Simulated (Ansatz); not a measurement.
Levels about the gap of amorphous Zr₂₀O₄₃Ga₂ (65 atoms in a cell of 824 Å³, 5.34 g/cm³; zone centre alone, so wide bands show as single levels with stretches between that a denser mesh fills), at the geometry that PBE relaxed, where it gives 0.0 GPa on a denser mesh. The participation number counts the atoms over which a state spreads; weights are charges in smoothed Voronoi cells. The levels come from a single point, so bond lengths are those of that geometry. Method of the levels: r2SCAN, scalar-relativistic without spin-orbit coupling (Ansatz, a first-principles code). Sampling: the zone centre alone; Fermi-Dirac width 0.02 eV; no spin polarisation. At PBE the levels at the filled edge of the gap are localised (band-tail or defect states), and the nearest spread-out levels lie 3.6 eV apart at the zone centre.

It comes from a melt-quench run on a machine-learned potential (CHGNet), relaxed afterwards by DFT. O atoms were pushed apart under 1.9 Å during the dynamics, to hinder bonds among them. The hot cell started wider than the set density and was brought back towards it in steps. It is the lowest in DFT energy of 2 quenches. It is a model cell: composition and starting density were chosen by hand, and all elements were melted together. No dispersion term was used. Its density started from a set value of 5.29 and ended at 5.34 g/cm³. The quench (nominally 300 K/ps over its main leg) was far faster than any real one, so the model tends to hold more defects than a real film. A cell of this size samples the disorder only roughly. Volume and shape were free in the relaxation.

```json
[
 {"E - E(highest filled), eV": "-0.53", "filling": "filled", "participation number": "15.9", "largest on": "O, 3 neighbours", "weight O": "0.94", "weight Zr": "0.06", "weight Ga": "0.00"},
 {"E - E(highest filled), eV": "-0.48", "filling": "filled", "participation number": "26.3", "largest on": "O, 3 neighbours", "weight O": "0.94", "weight Zr": "0.05", "weight Ga": "0.00"},
 {"E - E(highest filled), eV": "-0.40", "filling": "filled", "participation number": "18.0", "largest on": "O, 3 neighbours", "weight O": "0.94", "weight Zr": "0.05", "weight Ga": "0.00"},
 {"E - E(highest filled), eV": "-0.36", "filling": "filled", "participation number": "23.2", "largest on": "O, 4 neighbours", "weight O": "0.94", "weight Zr": "0.05", "weight Ga": "0.00"},
 {"E - E(highest filled), eV": "-0.31", "filling": "filled", "participation number": "10.6", "largest on": "O, 2 neighbours", "weight O": "0.95", "weight Zr": "0.05", "weight Ga": "0.00"},
 {"E - E(highest filled), eV": "-0.18", "filling": "filled", "participation number": "8.5", "largest on": "O, 2 neighbours", "weight O": "0.95", "weight Zr": "0.05", "weight Ga": "0.00"},
 {"E - E(highest filled), eV": "0.00", "filling": "filled", "participation number": "6.2", "largest on": "O, 2 neighbours", "weight O": "0.95", "weight Zr": "0.05", "weight Ga": "0.00"},
 {"E - E(highest filled), eV": "3.69", "filling": "empty", "participation number": "14.4", "largest on": "Zr, 6 neighbours", "weight O": "0.37", "weight Zr": "0.63", "weight Ga": "0.01"},
 {"E - E(highest filled), eV": "4.06", "filling": "empty", "participation number": "14.7", "largest on": "Zr, 6 neighbours", "weight O": "0.33", "weight Zr": "0.65", "weight Ga": "0.01"},
 {"E - E(highest filled), eV": "4.13", "filling": "empty", "participation number": "25.2", "largest on": "Zr, 6 neighbours", "weight O": "0.35", "weight Zr": "0.65", "weight Ga": "0.00"},
 {"E - E(highest filled), eV": "4.25", "filling": "empty", "participation number": "25.3", "largest on": "Zr, 6 neighbours", "weight O": "0.39", "weight Zr": "0.58", "weight Ga": "0.03"},
 {"E - E(highest filled), eV": "4.27", "filling": "empty", "participation number": "30.9", "largest on": "Zr, 6 neighbours", "weight O": "0.32", "weight Zr": "0.67", "weight Ga": "0.01"},
 {"E - E(highest filled), eV": "4.29", "filling": "empty", "participation number": "31.5", "largest on": "Zr, 6 neighbours", "weight O": "0.34", "weight Zr": "0.63", "weight Ga": "0.03"},
 {"E - E(highest filled), eV": "4.41", "filling": "empty", "participation number": "22.7", "largest on": "Zr, 6 neighbours", "weight O": "0.35", "weight Zr": "0.63", "weight Ga": "0.02"}
]
```

Most localised among these is the filled level at +0.00 eV, on a O atom, which has 2 neighbours (Zr 1.95 Å, Zr 2.02 Å).
